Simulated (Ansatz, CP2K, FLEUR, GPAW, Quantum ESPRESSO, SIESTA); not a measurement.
**HfAl5Ni2 (I4/mmm, 8 atoms in the cell) computed with different codes at matched settings**

Self-consistent single point.

```xyz
8
Lattice="-1.9901 1.9901 7.1993 1.9901 -1.9901 7.1993 1.9901 1.9901 -7.1993" Properties=species:S:1:pos:R:3 pbc="T T T"
Hf     0.0000     0.0000     0.0000
Al     0.0000     1.9901     2.1222
Al     1.9901     0.0000     5.0771
Al     1.9901     0.0000     2.1222
Al     0.0000     1.9901     5.0771
Al     0.0000     0.0000     7.1993
Ni     0.0000     0.0000     3.4568
Ni     0.0000     0.0000    10.9417
```

All programs got the same cell, k-point mesh and kind of occupations (in Ansatz's words: kpoints.mp_grid.grid = 7 7 7; scf.occupations.method = fermi_dirac; scf.occupations.width = 0.0073 Ry); potentials, basis and cutoffs are each program's usual ones.

| code | model | pressure (GPa) | largest force (eV/Å) | k-points | cutoff |
|---|---|---|---|---|---|
| GPAW | LDA (Perdew-Wang 92), GPAW PAW datasets LDA (gpaw-data 1.0.1) | -3.67 | 0.101 | 40 | 800 eV |
| Ansatz | LDA (PW92), PAW files made with PBE | -4.36 | 0.113 | 40 | 30.9 Ry |
| CP2K | LDA (Pade form), GPW, DZVP-MOLOPT-SR-GTH basis, GTH-PADE potentials (GTH_POTENTIALS) | -10.09 | 0.197 | 172 | grid 600 Ry |
| Quantum ESPRESSO | LDA (PZ), PSlibrary PAW (LDA) pseudopotentials | -4.33 | 0.099 | 40 | 55 Ry |
| SIESTA | LDA PW92, numerical atomic orbitals DZP, PseudoDojo LDA standard norm-conserving potentials (rewritten from UPF to PSML) | -5.41 | 0.060 | 172 | grid 400 Ry |
| FLEUR | LDA (Perdew-Zunger), all-electron FLAPW (FLEUR), scalar-relativistic valence | – | 0.089 | 40 | Kmax 3.9 1/bohr |

Size of the force on each atom (eV/Å): Sizes of forces hide their directions.

```tsv
code	Hf1	Al2	Al3	Al4	Al5	Al6	Ni7	Ni8
GPAW	0.000	0.101	0.101	0.101	0.101	0.000	0.064	0.064
Ansatz	0.000	0.113	0.113	0.113	0.113	0.000	0.059	0.059
CP2K	0.000	0.197	0.197	0.197	0.197	0.000	0.085	0.085
Quantum ESPRESSO	0.000	0.099	0.099	0.099	0.099	0.000	0.056	0.056
SIESTA	0.000	0.060	0.060	0.060	0.060	0.000	0.038	0.038
FLEUR	0.000	0.089	0.089	0.089	0.089	0.000	0.029	0.029
```

A dash marks a value that a program does not give, or that is left out as unsure.

The spread over the programs that give each value: pressure within 6.42 GPa; largest force within 0.137 eV/Å.

The starting cell comes from a database of computed structures (which also holds hypothetical and non-ambient phases and stackings), without a prior relaxation at this level. On Ansatz's run: Spin-orbit coupling is off. Spin polarisation is off. In the base run, with a pressure of about -4 GPa the cell is away from its equilibrium volume at this level.

Q: Why do the programs differ, and what cannot be compared?

A: Differences of this kind can come from the potentials, where these differ, and from what each basis and cutoff leave unconverged. The valence holds different numbers of electrons (GPAW 59, Ansatz (a quantum-chemistry and plane-wave program) 77, CP2K 63, Quantum ESPRESSO 47, SIESTA 63, FLEUR 73). The zero of total energies and Fermi levels follows the potentials and each program's conventions, so they are not compared here. CP2K and SIESTA use small atom-centred bases, whose incompleteness enters pressures, forces and empty levels differently from a plane-wave cutoff. FLEUR treats all electrons, but the usual bases taken here (sphere radii, linearisation, local orbitals, empty states) were not tested for convergence, so the values are no reference for the others. Ansatz's pressure is given at a fixed set of plane waves, as the other plane-wave codes print theirs; with its correction for the finite basis it is -4.32 GPa. Ansatz's smearing width was typed in Ry to four decimals, so it matches the others to a few per cent. The same LDA comes in different parametrisations, which differ slightly. The programs reduce the same mesh by symmetry to different extents, which changes the work and not the result. In the pressure, CP2K (by 5.76) and SIESTA (by 1.08) lie more than 1 GPa from the median of the plane-wave programs. In the force vectors, CP2K (by 0.298) lies more than 0.08 eV/Å from the median of the plane-wave programs.

Left out of this page: ABINIT (stopped by limits of time or memory).

Keys are those of Ansatz 0.2.
